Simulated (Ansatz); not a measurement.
We consider LiSiN (model structure, started from the NaSnP type, P6₃mc, No. 186, 6 atoms in the cell), described by PBE in Ansatz (plane waves, PAW).

Numerical settings: plane-wave cutoff 520 eV, 12×12×4 k mesh (along the axes of the cell as run), Fermi–Dirac smearing 0.01 eV, scalar-relativistic PAW data made under PBE.

Cell (relaxed with PBEsol):

```yaml
crystal:
  lattice:
    - [2.81583, 0.00000, 0.00000]
    - [-1.40791, 2.43858, 0.00000]
    - [0.00000, 0.00000, 9.22849]
  atoms:
    - { symbol: Li, position: [0.33333, 0.66667, 0.26993] }
    - { symbol: Li, position: [0.66667, 0.33333, 0.76993] }
    - { symbol: Si, position: [0.00000, 0.00000, 0.01455] }
    - { symbol: Si, position: [0.00000, 0.00000, 0.51455] }
    - { symbol: N, position: [0.33333, 0.66667, 0.60633] }
    - { symbol: N, position: [0.66667, 0.33333, 0.10633] }
```

What does this level give for the band gap, smallest direct gap on the k points sampled and direct gap at Γ?


- band gap: 1.09 eV (indirect)
- smallest direct gap on the k points sampled: 1.30 eV
- direct gap at Γ: 5.14 eV

Note: the relaxation could raise the start's symmetry but not lower it, so the cell can be a saddle point; cell and atoms aren't relaxed at this level (largest force component 0.13 eV/Å, pressure 2.8 GPa).

The computed numbers hold no vibrational or temperature effects.

A model structure was made by putting elements into a prototype or built by hand; it is no filed structure, need not be a known phase, and can be a saddle point held by its symmetry.

Ansatz is a first-principles code.
